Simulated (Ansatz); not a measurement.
A computed series for TaS2: response to strain

Consider TaS$_{2}$ in the CdI2 type structure (space group P-3m1, No. 164; a = 3.278 Å, c = 5.588 Å; layered, stacked along the Cartesian z axis; relaxed with 0.1 eV smearing). Axes: x lies along a and z along c of the hexagonal cell.

Strains are applied to the cell and any free atomic positions relax; under biaxial strain the out-of-plane vector relaxes too.

Calculations: PBEsol-D3(BJ) in Ansatz (plane waves to 420 eV, PAW, no spin-orbit coupling), earlier PAW set.

| biaxial strain, plane normal [001], relaxed out of plane (%) | out-of-plane strain (%) |
|---|---|
| 0 | 0.00 |
| 0.62 | -0.26 |
| 0.99 | -0.42 |
| 2.56 | ? |
| 4.09 | -1.81 |
| 4.11 | -1.82 |

Fit ε⊥ = −νε + γε² (strains in %) to the rows shown and predict the withheld row.

Least squares on the printed values gives ν = 0.42 (the biaxial Poisson response) and γ = -0.006 (largest residual 0.00 %); this predicts -1.11 %, and the run gives -1.11 %, in agreement.

Whether these cells are dynamically stable was not tested. All final runs are without spin polarisation. An odd electron count without spin: TaS2.

Ansatz is a quantum-chemistry and plane-wave program.
